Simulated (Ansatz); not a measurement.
The parent structure is CsBr in the CsCl type structure (space group Pm-3m, No. 221; a = 4.242 Å). Axes: x, y, z lie along the cube axes.

Calculations: PBEsol (Ansatz, a program for electronic structure), spin-orbit coupling left out.

Strains are applied to the cell and any free atomic positions relax; under biaxial strain the out-of-plane vector relaxes too.

One change was made to it. Results:

The pressure (mean of the normal stresses, compression positive) goes from zero to -0.31 GPa; the band gap shrinks by 0.12 eV (4.45 eV → 4.33 eV); the energy goes up by 2.5 meV/atom.

### Question
Which of these changes matches the shifts?
(A) biaxial strain −2.33 %, plane normal [001], relaxed out of plane
(B) biaxial strain +4.18 %, plane normal [001], relaxed out of plane
(C) isotropic strain +1.36 %
(D) strain tensor (xx, yy, zz, yz, xz, xy) = (−0.01, +1.70, +0.65, +0.53, +1.31, +1.30) %

### Answer
D, strain tensor (xx, yy, zz, yz, xz, xy) = (−0.01, +1.70, +0.65, +0.53, +1.31, +1.30) %. For comparison, the pressure in the other runs: isotropic strain +1.36 % gives -0.57 GPa; biaxial strain +4.18 %, plane normal [001], relaxed out of plane gives -0.86 GPa; biaxial strain −2.33 %, plane normal [001], relaxed out of plane gives 0.58 GPa.

Stability against distortions was not tested.
